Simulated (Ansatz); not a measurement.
The reference is SrTiO3 in the cubic perovskite structure (space group Pm-3m, No. 221).

SrTiO$_{3}$ is modelled in the cubic space group Pm-3m (No. 221), the cubic perovskite structure, Pearson symbol cP5. Lattice parameters: a = b = c = 3.9364 Å, α = β = γ = 90.00°. Sr on 1a sees 12 O at 2.783 Å (cuboctahedral). Ti on 1b is surrounded by 6 O at 1.968 Å (octahedral). O on 3c has 2 Ti at 1.968 Å and 4 Sr at 2.783 Å (octahedral). (Neighbours: up to the widest gap in distance over summed covalent radii, below 1.35, at either atom; cation-cation and far metal-metal contacts left out.)

Method: DFT with PBE, PAW potentials and a 420 eV plane-wave cutoff in Ansatz (a quantum-chemistry and plane-wave program), spin-orbit coupling left out.

Base values:

The density is 5.00 g/cm³.

It is then changed as follows: a hydrostatic pressure of 3 GPa.

**Question.** How does this affect the density?

**Answer.** The density rises by 0.085 g/cm³ (5.00 g/cm³ → 5.08 g/cm³).

Load acts through the strain it causes; cell and atoms are relaxed under it. No phonon test of stability was made. All final runs are without spin polarisation. Many cubic perovskites are stable only at high temperature; tilts and polar distortions were not tested.
